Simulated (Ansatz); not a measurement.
Re under load (space group P6_3/mmc), PBEsol, DFPT electron-phonon coupling, linearised Boltzmann equation (Ansatz, an electronic-structure program). Condition of this run: biaxial stress xx = yy = -3 GPa (compression positive) (the target of the relaxation). Phonon-limited resistivity 15.1 μΩ·cm at 300 K along x (a = (2.76, 0.00, 0.00) Å; b = (-1.38, 2.39, 0.00) Å; c = (0.00, 0.00, 4.44) Å), 20.6 μΩ·cm at 400 K, current-weighted mean free path 5.2 nm, Drude plasma energy 7.04 eV.

Question: What is the classical skin depth at 100 GHz (nonmagnetic, μ₀ = 1.257×10⁻⁶ H/m)?

Answer: δ = √(ρ/(π f μ₀)) = 618 nm.

Question: Estimate the electronic thermal conductivity at 300 K by the Wiedemann-Franz law (L₀ = 2.44×10⁻⁸ W·Ω/K²).

Answer: L₀T/ρ = 2.44×10⁻⁸ × 300/(15.1×10⁻⁸) = 48.5 W/(m·K). Inelastic scattering puts the true Lorenz number somewhat under L₀ near and below the Debye temperature.

Question: What temperature coefficient of resistance follows, and how does it compare with 1/T?

Answer: (ρ₄₀₀ − ρ₃₀₀)/(100 K × ρ₃₀₀) = 3.64×10⁻³ K⁻¹, against 1/T = 3.33×10⁻³ K⁻¹ for a resistivity proportional to T. It lies higher because phonons are still being populated at 300 K; impurities would add a constant and lower it.

A metal at this level (no band gap). Only scattering by harmonic phonons is included (no impurities, grain boundaries, electron-electron scattering or thermal expansion). Spin-orbit coupling is left out, which matters with elements this heavy. Halving the electron mesh (36x36x20) moves the resistivity by up to 4 % at 300 K, the mean free path by up to 6 %. Smearing 0.20 eV; phonons on a 6x6x3 q mesh, which this run doesn't test.
